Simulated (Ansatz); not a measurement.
SiGe, pressure series

Start from SiGe in the wurtzite structure (space group P6_3mc, No. 186; a = 3.9004 Å, c = 6.4434 Å; a model cell, its experimental status unchecked).

Cell and atoms are relaxed at each pressure.

The values are results of DFT with PBEsol, PAW potentials and a 420 eV plane-wave cutoff in Ansatz (a quantum-chemistry and plane-wave program), scalar-relativistic without spin-orbit coupling, earlier PAW set, not measurements.

Computed cases, in order: pressure −2 GPa; pressure −1 GPa; 0 GPa (base); pressure 0.9 GPa; pressure 2.1 GPa; pressure 4.5 GPa; pressure 9 GPa; pressure 15 GPa; pressure 22.5 GPa; pressure 30 GPa.

Problem. Between which two neighbouring cases does the band gap open or close?

Solution. Between pressure 15 GPa (0.09 eV) and pressure 22.5 GPa (zero). The whole series: pressure −2 GPa: 0.33 eV; pressure −1 GPa: 0.37 eV; 0 GPa (base): 0.35 eV; pressure 0.9 GPa: 0.33 eV; pressure 2.1 GPa: 0.31 eV; pressure 4.5 GPa: 0.26 eV; pressure 9 GPa: 0.18 eV; pressure 15 GPa: 0.09 eV; pressure 22.5 GPa: zero; pressure 30 GPa: zero.

The mesh was chosen for an insulator and is coarse for the gapless case. Load acts through the strain it causes; cell and atoms are relaxed under it. Whether these cells are dynamically stable was not tested. No other phases were tried under pressure. All final runs are without spin polarisation. The zero or small gap of SiGe under pressure 4.5 GPa, SiGe under pressure 9 GPa, SiGe under pressure 15 GPa and SiGe under pressure 22.5 GPa can change with the level of theory.
